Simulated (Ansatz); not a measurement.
# BaS: energy against volume

BaS (rock salt, Fm-3m, 33.212 Å³/atom and stress up to 0.01 GPa in the relaxed cell, cube axes along x, y and z) under hydrostatic pressure, with the cell free. PBE in Ansatz, a plane-wave DFT program (PAW, default set), 420 eV, 9×9×9 Γ-centred mesh, Fermi-Dirac smearing 0.05 eV; ions are relaxed, or left where forces stay under 0.02 eV/Å, within the symmetry of each cell.

Here V stands for volume and E for E less E0.

| volume (Å³/atom) | E less E0 (meV/atom) | pressure (GPa) |
|---|---|---|
| 35.0525 | 12.12 | -2.00 |
| 34.0650 | 2.76 | -1.01 |
| 33.2124 | 0.00 | -0.01 |
| 32.9731 | 0.22 | 0.30 |
| 32.6751 | 1.14 | 0.70 |
| 32.1230 | 4.89 | 1.49 |
| 31.1944 | ? | ? |

Task: Fit E against V with the third-order Birch-Murnaghan form, a cubic in V^(-2/3), and predict the withheld value at V = 31.1944.

Result: With u = V^(-2/3) - 0.0966, the rows have u = -0.0032343, -0.0014385, 0.0001832, 0.0006509, 0.0012413, 0.0023591. Least squares gives E = 0.040 - 403.4·u + 1037201·u² + 2210586·u³. Residuals (row less fit): 0.000, 0.000, -0.001, 0.003, -0.002, 0.000; standard error 0.002 (degrees of freedom: 2). Its minimum lies at u = 0.0001943, so V0 = (0.0967943)^(-3/2) = 33.21. There d²E/du² = 2077000 and d³E/du³ = 1.326e7, so B0 = (4/9) × 33.21^(-7/3) × 2077000 × 0.160218 = 41.7 GPa (the last factor turns the table's units into GPa), and B0' = 4 + (2/3) × 0.0967943 × (1.326e7)/2077000 = 4.4. B0' rests on the cubic coefficient alone and has a standard error of 0.1 from these residuals. At the withheld row, u = 0.0043134, so E = 0.040 - 403.4 × 0.0043134 + 1037201 × 0.0043134² + 2210586 × 0.0043134³ = 17.775 meV/atom. The calculation gives 17.79 meV/atom, 0.015 meV/atom above the prediction (0.1 % of the range of E in the table). The row lies outside the fitted rows, so this is an extrapolation. The scatter of the fitted rows lies at the last printed digit.

Other structures, which can take over under pressure, weren't tried. The same form fitted to the pressure column gives B0' = 4.5; series where the two differ by over 0.4 aren't shown. Rows are the converged runs of the series near zero and its far end, less any whose ions stayed unrelaxed beside relaxed ones; series whose fitted rows scatter by over a few per cent of the range, as at a crossing or softening among them, aren't shown in this form.
